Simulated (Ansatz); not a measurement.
Take Ca in the fcc (Cu type) structure (space group Fm-3m, No. 225) as the base.

```
CELL_PARAMETERS angstrom
      0.00000     2.72759     2.72759
      2.72759     0.00000     2.72759
      2.72759     2.72759     0.00000
ATOMIC_POSITIONS crystal
  Ca 0.00000 0.00000 0.00000
```

The other end (x = 1) is Ba in the fcc (Cu type) structure (space group Fm-3m, No. 225; a model cell, its experimental status unchecked): 58.30 Å³/atom, gap zero; this end may not be an ambient phase.

The values are results of DFT with PBEsol, PAW potentials and a 420 eV plane-wave cutoff in Ansatz (a first-principles code), without spin-orbit coupling, not measurements.

Ba replaces a fraction x of Ca; each row is one arrangement (x, atoms in the cell, starting space group or random), fully relaxed.

One change was made to it. Results:

```tsv
quantity	base	after
mixing energy (to 0.01 eV only: unlike meshes or grids) (against an end that may be hypothetical)	–	+0.03 eV/atom
volume per atom	40.59 Å³	45.44 Å³
```

Q: What was done to the base?
A) x(Ba) = 0.5, 2 atoms, P4/mmm
B) x(Ba) = 0.75, 4 atoms, C2/m
C) x(Ba) = 0.333, 3 atoms, P-3m1
D) x(Ba) = 0.333, 3 atoms, I4/mmm

A: C, x(Ba) = 0.333, 3 atoms, P-3m1. For comparison, the volume per atom in the other runs: x(Ba) = 0.75, 4 atoms, C2/m gives 52.95 Å³; x(Ba) = 0.5, 2 atoms, P4/mmm gives 49.51 Å³; x(Ba) = 0.333, 3 atoms, I4/mmm gives 46.47 Å³.

Each cell is one ordered arrangement of few atoms, which overstates ordering effects compared with a random alloy. No phonon test of stability was made. Under x(Ba) = 0.75, 4 atoms, C2/m and x(Ba) = 0.5, 2 atoms, P4/mmm the cell changed shape so far that it is another structure. This is not the structure that Ba has at room temperature and ambient pressure.
